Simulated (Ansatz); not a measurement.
An Ansatz (a program for electronic structure) run: Pt with a change (isotropic strain −0.50 %); PBE, PAW, 420 eV (Ansatz; no spin-orbit coupling).

Input:

Ansatz 0.2 input:
```yaml
crystal:
  lattice:
    - [0, 1.9761000287, 1.9761000287]
    - [1.9761000287, 0, 1.9761000287]
    - [1.9761000287, 1.9761000287, 0]
  atoms:
    - { symbol: Pt, position: [0, 0, 0] }
basis: { ecutwfc: 420, ecutrho_ratio: 4, xc_grid: 2, fft_grid_basis: typed }
kpoints: { mp_grid: { grid: [28, 28, 28] } }
hamiltonian:
  xc: pbe
  dispersion: none
  pseudopotentials: { kind: paw }
scf: { occupations: { method: fermi_dirac, width: 0.1 }, convergence: { dr2_threshold: 0.0000000001 } }
relax: { f_tol: 0.005, max_steps: 50 }
output: { forces: true, stress: true }
checkpoint: { write: state.ck, write_every: 1000 }
```

Output (explanatory and most iteration lines left out):

```
Relaxation: its limit of steps is 50 (relax.max_steps)
Pseudopotential: Pt, paw, valence charge 18
Crystal: 1 atoms, lattice volume = 15.433 Å³
Basis set: ecut = 420 eV, 307 PW (Γ), exchange–correlation on 40×40×40 points (8 copies of the dense FFT grid, shifted against one another)
Bands: 13, of which v1, the nominal top of the filled ones, is band 9 counted from 1 (8 counted from 0)
Symmetry: 48 space group operations
Space group: Fm-3m (ITA 225), of the structure as read, at distance tolerance 2.5e-5 Å
k-points: 624 of 21952
Functional: x = pbe(κ = 0.804, μ = 0.2195149727645171), c = pbe(β = 0.06672455060314922)
SCF iter   1: F=—  HF=-12523.041956 eV  |F-HF|=—  |Δ(HF+E_count)|=         —  Δρ=2.92e-3  dr2=1.89e-4  ethr=1.77e-3  ⟨swp⟩=5.0  Hψ=44558  notcnv=0
SCF iter   2: F=—  HF=-12523.042357 eV  |F-HF|=—  |Δ(HF+E_count)|=   4.01e-4  Δρ=1.64e-3  dr2=6.77e-5  ethr=1.05e-6  ⟨swp⟩=2.3  Hψ=18267  notcnv=0
SCF 1 converged in 8 iterations: F = -12523.042537 eV  dr2 = 6.55e-12
relax step   1: F+E_penalty+E_count = -12523.04253659 eV  Δ(F+E_penalty+E_count) = +0.000e0 eV  max|allowed force component| = 0.000e0 eV/Å  Δτ_max = 0.0000 Å  (8 SCF iters, accepted)
SCF converged after 8 iterations
Free energy (F): -12523.042537 eV
Internal energy: -12522.986272 eV  (E = F + TS)
E sigma→0 (E₀):  -12523.014405 eV
Entropy (-TS):   -0.056264 eV (-56.264 meV/atom)
Fermi energy:    22.703669 eV
--- Forces (eV/Å), atoms counted from 1 ---
  atom   1  Pt    -0.00000000    -0.00000000     0.00000000
--- Stress (GPa, compression-positive) ---
        3.855741      -0.000000       0.000000
       -0.000000       3.855741       0.000000
        0.000000       0.000000       3.855741
  P = ⅓ Tr σ = 3.8557 GPa (38.557 kbar)
--- Relaxed structure (1 steps of the walk, 1 accepted, 0 SCFs on fresh bases) ---
  atoms:
    - { symbol: Pt, position: [0.0, 0.0, 0.0] }
```

No phonon test of stability was made. All final runs are without spin polarisation. The cell was made from Pt in the fcc (Cu type) structure (space group Fm-3m, No. 225) by this change: isotropic strain −0.50 %.
